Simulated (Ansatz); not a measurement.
Response to strain in Ag

Consider Ag in the fcc (Cu type) structure (space group Fm-3m, No. 225; a = 4.1483 Å; relaxed with 0.1 eV smearing).

Strains are applied to the cell and any free atomic positions relax.

The values are results of PBE, PAW, 420 eV (Ansatz, an electronic-structure program; without spin-orbit coupling), not measurements.

Notes on the quantities. energy relative to the base: free energy F.

```json
[
 {"variant": "base", "energy relative to the base": "0 meV/atom", "pressure": "0.0 GPa", "shortest interatomic distance": "293.3 pm"},
 {"variant": "isotropic strain −2.50 %", "energy relative to the base": "+32 meV/atom", "pressure": "8.6 GPa", "shortest interatomic distance": "286.0 pm"},
 {"variant": "isotropic strain −2.00 %", "energy relative to the base": "+20 meV/atom", "pressure": "6.6 GPa", "shortest interatomic distance": "287.5 pm"},
 {"variant": "isotropic strain −1.50 %", "energy relative to the base": "+11 meV/atom", "pressure": "___", "shortest interatomic distance": "288.9 pm"},
 {"variant": "isotropic strain −1.00 %", "energy relative to the base": "___", "pressure": "3.0 GPa", "shortest interatomic distance": "290.4 pm"},
 {"variant": "isotropic strain −0.50 %", "energy relative to the base": "+1.2 meV/atom", "pressure": "1.4 GPa", "shortest interatomic distance": "291.9 pm"},
 {"variant": "isotropic strain +1.00 %", "energy relative to the base": "+4.3 meV/atom", "pressure": "-2.5 GPa", "shortest interatomic distance": "296.3 pm"},
 {"variant": "isotropic strain +1.50 %", "energy relative to the base": "+9.5 meV/atom", "pressure": "-3.6 GPa", "shortest interatomic distance": "297.7 pm"},
 {"variant": "isotropic strain +2.00 %", "energy relative to the base": "+17 meV/atom", "pressure": "-4.5 GPa", "shortest interatomic distance": "299.2 pm"},
 {"variant": "isotropic strain +3.00 %", "energy relative to the base": "+36 meV/atom", "pressure": "-6.2 GPa", "shortest interatomic distance": "302.1 pm"}
]
```

Problem. What belongs in the blanks?

Solution. 
- isotropic strain −1.50 %, pressure: 4.7 GPa
- isotropic strain −1.00 %, energy relative to the base: +4.8 meV/atom

Stability against distortions was not tested.
